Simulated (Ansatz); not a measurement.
The reference is CdS in the zinc blende structure (space group F-43m, No. 216; a = 5.824 Å). Axes: x, y, z lie along the cube axes.

It is then changed as follows: tensile biaxial strain of 4.19 % in the plane normal to [001], as in epitaxy on a mismatched substrate; the out-of-plane cell vector and the atoms relax.

The values are results of PBEsol (Ansatz, a quantum-chemistry and plane-wave program, PAW, spin-orbit coupling left out), not measurements.

Give the band edges at the high-symmetry points of the new zone, measured from its valence-band maximum.


| point | valence edge (eV) | conduction edge (eV) |
|---|---|---|
| Γ | 0.00 | 0.79 |
| X | -1.75 | 3.39 |
| P | -2.26 | 5.34 |
| N | -0.71 | 2.62 |
| M | -2.30 | 3.06 |
| S | -2.09 | 3.41 |
| S₀ | -2.09 | 3.41 |
| R | -2.37 | 4.39 |
| G | -2.37 | 4.39 |

The gap is 0.79 eV, direct at Γ.

Stability against distortions was not tested. k-point labels follow each cell's own Brillouin zone.
